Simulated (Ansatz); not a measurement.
A slab with vacuum along the third vector:

```yaml
crystal:
  lattice:
    - [2.49292, 0.00000, 0.00000]
    - [0.00000, 5.90812, 0.00000]
    - [0.00000, 0.00000, 27.50000]
  atoms:
    - { symbol: Co, position: [0.50000, 0.44646, 0.29973] }
    - { symbol: Co, position: [0.00000, 0.76588, 0.33149] }
    - { symbol: Co, position: [0.00000, 0.16683, 0.34632] }
    - { symbol: Co, position: [0.50000, 0.49165, 0.38402] }
    - { symbol: Co, position: [0.50000, 0.90467, 0.40222] }
    - { symbol: Co, position: [0.00000, 0.22536, 0.43669] }
    - { symbol: Co, position: [0.00000, 0.63852, 0.45560] }
    - { symbol: Co, position: [0.50000, 0.95977, 0.49134] }
    - { symbol: Co, position: [0.50000, 0.36963, 0.50866] }
    - { symbol: Co, position: [0.00000, 0.69088, 0.54440] }
    - { symbol: Co, position: [0.00000, 0.10404, 0.56331] }
    - { symbol: Co, position: [0.50000, 0.42474, 0.59778] }
    - { symbol: Co, position: [0.50000, 0.83776, 0.61598] }
    - { symbol: Co, position: [0.00000, 0.16257, 0.65368] }
    - { symbol: Co, position: [0.00000, 0.56352, 0.66851] }
    - { symbol: Co, position: [0.50000, 0.88295, 0.70027] }
```

Model: 16-atom slab, 11.3 Å thick at the start, 15x7x1 mesh, Fermi-Dirac 0.1 eV, dipole correction, all atoms relaxed; start symmetry kept, larger cells not searched; spin-polarised, no spin-orbit, no U.

Task: Estimate the work function of the top face that PBE in Ansatz (a program for electronic structure) returns for this input.

Result: 4.52 eV

Task: Give the surface energy (mean of both faces) at the level PBE.

Result: 2.58 J/m²
